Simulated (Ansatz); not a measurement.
The starting structures come from a database of crystals and need not be the phases stable at ambient conditions.

 Where the default PAW files enter, the runs use the earlier of Ansatz's two default sets.

The decay constant κ of evanescent states in the gap governs leakage through a thin film.

Given:

```
CELL_PARAMETERS angstrom
      5.41914     0.00000     0.00000
     -0.84753     5.35245     0.00000
      2.22882     2.60951     6.98528
ATOMIC_POSITIONS crystal
  Mg 0.50000 0.00000 0.00000
  Mg 0.00000 0.50000 0.50000
  H  0.96778 0.86702 0.20412
  H  0.03222 0.13298 0.79588
  H  0.13298 0.03222 0.29588
  H  0.86702 0.96778 0.70412
  Se 0.41543 0.58457 0.75000
  Se 0.58457 0.41543 0.25000
  O  0.28169 0.67991 0.58325
  O  0.71831 0.32009 0.41675
  O  0.32009 0.71831 0.91675
  O  0.67991 0.28169 0.08325
  O  0.31555 0.24995 0.84912
  O  0.68445 0.75005 0.15088
  O  0.75005 0.68445 0.65088
  O  0.24995 0.31555 0.34912
  O  0.87723 0.12277 0.75000
  O  0.12277 0.87723 0.25000
```

Space group of this cell: C2/c. The cell is taken as given; by r2SCAN its mean pressure is -6.1 GPa.

Transport runs along the normal of the first two printed cell vectors.

The gap is the functional's own. No spin-orbit coupling. Mid-gap values are interpolated on the energy grid.

Question: Predict the band gap and the smallest decay constant κ at mid-gap from Ansatz (a quantum-chemistry and plane-wave program) with r2SCAN.

Answer: Gap 4.08 eV on a 6×6×6 mesh; κ = 0.406 1/Å, at the zone centre.
